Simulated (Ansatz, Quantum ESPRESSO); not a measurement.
# One structure in several programs: ZnCu3 (P-6m2, 4 atoms in the cell)

Zone-centre phonon calculation.

```
ZnCu3
1.0
    2.56146     0.00000     0.00000
   -1.28073     2.21829     0.00000
    0.00000     0.00000     8.39759
Zn Cu
1 3
Direct
  0.66667   0.33333   0.00000
  0.66667   0.33333   0.50000
  0.33333   0.66667   0.25407
  0.33333   0.66667   0.74593
```

Shared settings, as Ansatz (a first-principles code) writes them: kpoints.mp_grid.grid = 12 12 3; scf.occupations.method = gaussian; scf.occupations.width = 0.1 eV. Potentials and cutoffs stand in the table.

| code | model | highest zone-centre frequency (cm⁻¹) | cutoff |
|---|---|---|---|
| Quantum ESPRESSO | LDA (PZ), PSlibrary ultrasoft (LDA) pseudopotentials | 228 | 55 Ry |
| Ansatz | LDA (PW92), PAW files made with PBE | 226 | default |

On Ansatz's run: spin polarisation is off.

The spread over the programs that give each value: highest zone-centre frequency within 2.0 cm⁻¹.

The same LDA comes in different parametrisations, which differ slightly.

The starting cell comes from a database of computed structures (which also holds hypothetical and non-ambient phases and stackings), without a prior relaxation at this level.

Keys are those of Ansatz 0.2.
